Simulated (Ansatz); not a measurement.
This Ansatz (a quantum-chemistry and plane-wave program) input is the reference run, Sr in the fcc (Cu type) structure (space group Fm-3m, No. 225), computed with PBEsol (Ansatz; PAW; 420 eV plane waves; without spin-orbit coupling):

Ansatz 0.2 input:
```yaml
crystal:
  lattice:
    - [0, 2.9612608402, 2.9612608402]
    - [2.9612608402, 0, 2.9612608402]
    - [2.9612608402, 2.9612608402, 0]
  atoms:
    - { symbol: Sr, position: [0, 0, 0] }
basis: { ecutwfc: 420, ecutrho_ratio: 4, xc_grid: 2, fft_grid_basis: typed }
kpoints: { mp_grid: { grid: [14, 14, 14] } }
hamiltonian:
  xc: pbesol
  dispersion: none
  pseudopotentials: { kind: paw }
scf: { occupations: { method: fermi_dirac, width: 0.05 }, convergence: { dr2_threshold: 0.0000000001 } }
output: { forces: true, stress: true }
checkpoint: { write: state.ck, write_every: 1000 }
```

Q: Write the input for this change: biaxial strain +2.50 %, plane normal [111], relaxed out of plane (Cartesian); in-plane vectors clamped, the third vector and the atoms free.

A: 
Ansatz 0.2 input:
```yaml
crystal:
  lattice:
    - [4.292551623, 0, 0]
    - [2.1462758115, 3.7174587526, 0]
    - [2.1462758115, -1.2391529175, 3.3766273679]
  atoms:
    - { symbol: Sr, position: [0, 0, 0] }
basis: { ecutwfc: 420, ecutrho_ratio: 4, xc_grid: 2, fft_grid_basis: typed }
kpoints: { mp_grid: { grid: [14, 14, 14] } }
hamiltonian:
  xc: pbesol
  dispersion: none
  pseudopotentials: { kind: paw }
scf: { occupations: { method: fermi_dirac, width: 0.05 } }
relax: { f_tol: 0.005, max_steps: 50, cell: { stress_tol: 0.01, fix: [a, b, gamma] } }
output: { forces: true, stress: true }
checkpoint: { write: state.ck, write_every: 1000 }
```
This is the input that was run; other choices of cell and start would serve too.

No phonon test of stability was made.
